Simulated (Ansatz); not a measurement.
The reference is HfS2 in the CdI2 type structure (space group P-3m1, No. 164; a = 3.547 Å, c = 5.577 Å; layered, stacked along the Cartesian z axis).

All numbers come from PBEsol-D3(BJ)/PAW in Ansatz (an electronic-structure program), no spin-orbit coupling.

One change was made to it. Results:

The band gap grows by 0.15 eV, from 0.45 eV to 0.60 eV; the lattice parameter a rises by 0.033 bohr to 6.737 bohr.

Problem. Name the change that was made.
A) pressure 10 GPa
B) pressure 5 GPa
C) pressure −1 GPa
D) pressure −2 GPa

Solution. C, pressure −1 GPa. For comparison, the band gap in the other runs: pressure 10 GPa gives zero; pressure −2 GPa gives 0.80 eV; pressure 5 GPa gives zero.

A case with no gap was solved on a k-mesh chosen for an insulator, which is coarse for it. With Hf present, leaving out spin-orbit coupling can change the band edges. Load acts through the strain it causes; cell and atoms are relaxed under it. Stability against distortions was not tested. Competing high-pressure phases were not computed. All final runs are without spin polarisation. A zero or small gap of HfS2 under pressure 10 GPa and HfS2 under pressure 5 GPa can be the functional's error rather than a property of the material.
